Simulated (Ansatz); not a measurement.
## BAs (model structure, started from the CdTe type, P6₄22, No. 181, 6 atoms in the cell)

Calculation: G0W0@PBEsol (plane waves, hard PAW, contour deformation, complete-basis limit; Ansatz, an electronic-structure program).

Settings: largest k mesh 9×9×4 (not extrapolated in the mesh).

Cell (relaxed with PBEsol):

```xyz
6
Lattice="3.4286 0.0000 0.0000 -1.7143 2.9692 0.0000 0.0000 0.0000 7.3964" Properties=species:S:1:pos:R:3 pbc="T T T"
B     -0.8571     1.4845     4.9310
B      0.8572     1.4847     0.0000
B      1.7142     0.0000     2.4655
As    -0.8571     1.4846     1.2327
As     0.8572     1.4847     3.6982
As     1.7142     0.0000     6.1637
```

```yaml
band_gap: 0.89 eV (indirect)
```

Note: the relaxation could raise the start's symmetry but not lower it, so the cell can be a saddle point; the gap holds a correction of +0.15 eV to the complete basis, taken at k points off the band edges; the gap is lowered by 0.16 eV for band edges off the mesh, as the parent functional finds them.

Spin–orbit coupling is not included.

The computed numbers hold no vibrational or temperature effects.

Computing time: about 6 core-hours (a rough figure).

A model structure was made by putting elements into a prototype or built by hand; it is no filed structure, need not be a known phase, and can be a saddle point held by its symmetry.
